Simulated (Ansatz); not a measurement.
Start from YSb in the zinc blende structure (space group F-43m, No. 216; a = 6.951 Å; a hypothetical phase, not in the database extracts checked).

(Cell as relaxed with PBE.)

Levels (all Ansatz, a program for electronic structure, PAW): PBE (420 eV, without spin-orbit coupling); r2SCAN (500 eV, spin-orbit coupling left out).

Each level relaxes its own structure.

| base | PBE | r2SCAN |
|---|---|---|
| volume per atom | 41.99 Å³ | 41.72 Å³ |
| lattice parameter a | 6.951 Å | 6.936 Å |
| band gap | 1.46 eV | 1.75 eV |

Modification: a hydrostatic pressure of 30 GPa.

| quantity | PBE | r2SCAN |
|---|---|---|
| band gap | 0.76 eV | [?] |
| electron mass | 2.8 mₑ along k, 2.0 mₑ across (at X) | [?] |
| lattice parameter a | 6.110 Å | [?] |

Problem. What does r2SCAN give?

Solution. 
- band gap, r2SCAN: 1.08 eV
- electron mass, r2SCAN: 2.4 mₑ (at X)
- lattice parameter a, r2SCAN: 6.127 Å

PBE's band gap lies 0.32 eV below r2SCAN's; PBE's lattice parameter a lies 0.0164 Å below r2SCAN's (0.3 %). Neither level is exact; r2SCAN is the comparison here, not a measurement.

Spin-orbit coupling, missing from the scalar runs, can matter with Sb. Load acts through the strain it causes; cell and atoms are relaxed under it. Masses are band curvatures over ±0.01 Å⁻¹ around the edge. Along k means along the line from Γ to the band edge. Stability against distortions was not tested. Competing high-pressure phases were not computed.
